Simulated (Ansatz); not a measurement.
## SiC: Li interstitial (started 1.89 Å from the nearest host atom), symmetric start

The parent structure is an 8-atom supercell of SiC in the zinc blende structure (space group F-43m, No. 216; a = 4.3563 Å) at its relaxed geometry.

Perturbation: one Li atom is added in an open site, starting 1.89 Å from the nearest host atom, atoms relaxed at fixed cell.

Level of theory: plane-wave PAW DFT at the r2SCAN level (Ansatz, a quantum-chemistry and plane-wave program, 500 eV), no spin-orbit coupling. Settings: 6×6×6 k-points, 0.01 eV Fermi–Dirac smearing.

```csv
quantity,base,changed,shift
pressure,0.0 GPa,14.8 GPa,+14.8 GPa
largest displacement of a host atom from its site in the perfect cell,–,0.01 Å,–
final site of the added atom,–,4 C at 1.89 Å and 6 Si at 2.18 Å,–
```

Final structure:

```yaml
crystal:
  lattice:
    - [-4.35634, 0.00000, 0.00000]
    - [0.00000, 0.00000, 4.35634]
    - [0.00000, 4.35634, 0.00000]
  atoms:
    - { symbol: C, position: [0.25080, 0.74920, 0.75080] }
    - { symbol: C, position: [0.74920, 0.74920, 0.24920] }
    - { symbol: C, position: [0.74920, 0.25080, 0.75080] }
    - { symbol: C, position: [0.25080, 0.25080, 0.24920] }
    - { symbol: Si, position: [0.00000, 0.00000, 0.00000] }
    - { symbol: Si, position: [0.50000, 0.00000, 0.50000] }
    - { symbol: Si, position: [0.50000, 0.50000, 0.00000] }
    - { symbol: Si, position: [0.00000, 0.50000, 0.50000] }
    - { symbol: Li, position: [0.00000, 0.00000, 0.50000] }
```

The magnetic state is the one reached from the starting moments; the real material's order can differ, and small cells can't hold many antiferromagnetic ones. In so small a cell the defect repeats every few ångströms: this is an ordered compound, not a dilute defect. The mesh was chosen for an insulator and is coarse for the gapless case. The defect started on the symmetric site and kept its symmetry, so it may sit on a saddle. Seeded moments were not kept for Li interstitial (started 1.89 Å from the nearest host atom). The defect cell is spin-polarised and ends with 0.0 μB.
